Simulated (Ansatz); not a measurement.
The parent structure is HfN in the rock salt structure (space group Fm-3m, No. 225; a = 4.526 Å). Axes: x, y, z lie along the cube axes.

Level of theory: plane-wave PAW DFT at the r2SCAN level (Ansatz, a first-principles code, 500 eV), spin-orbit coupling left out, earlier PAW set.

Free-standing slabs (2 atom(s) a layer) normal to the z axis with 15 Å of vacuum; in-plane cell held at bulk.

One change was made to it. Results:

| quantity | base | after |
|---|---|---|
| shortest interatomic distance | 2.263 Å | 2.229 Å |
| band gap | zero | zero |

Problem. Name the change that was made.
A) 7 layers
B) 6 layers
C) 3 layers
D) 2 layers
E) 1 layer

Solution. D, 2 layers. For comparison, the shortest interatomic distance in the other runs: 1 layer gives 2.263 Å; 6 layers gives 2.107 Å; 3 layers gives 2.129 Å; 7 layers gives 2.133 Å.

Stability against distortions was not tested. The final runs are not spin-polarised. An odd electron count without spin: HfN.
